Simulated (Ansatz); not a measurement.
Take NbAgO3 in the cubic perovskite structure (space group Pm-3m, No. 221; a cell from a computed database, its experimental status unchecked) as the base.

Space group Pm-3m (No. 221); a = 3.9499 Å, b = 3.9499 Å, c = 3.9499 Å, α = 90.00°, β = 90.00°, γ = 90.00°

```json
[
 {"atom": "Nb", "site": "1a", "symmetry": "m-3m", "x": "0.0000", "y": "0.0000", "z": "0.0000"},
 {"atom": "Ag", "site": "1b", "symmetry": "m-3m", "x": "0.5000", "y": "0.5000", "z": "0.5000"},
 {"atom": "O", "site": "3d", "symmetry": "4/mm.m", "x": "0.0000", "y": "0.0000", "z": "0.5000"}
]
```

Calculations: Kohn–Sham DFT with the PBEsol functional, run in Ansatz (an electronic-structure program) with PAW and 420 eV plane waves, no SOC.

Before the change:

- Volume per atom: 12.32 Å³
- Band gap: 1.40 eV
- Smallest direct gap: 1.58 eV

Perturbation: a hydrostatic pressure of 3 GPa.

Estimate the effect on the volume per atom.

The volume per atom falls by 0.17 Å³, from 12.32 Å³ to 12.15 Å³.

Estimate the effect on the band gap.

The band gap rises by 0.02 eV to 1.42 eV.

How does this affect the smallest direct gap?

The smallest direct gap hardly moves (1.58 eV against 1.59 eV).

Load acts through the strain it causes; cell and atoms are relaxed under it. Whether these cells are dynamically stable was not tested. Many cubic perovskites are stable only at high temperature; tilts and polar distortions were not tested.
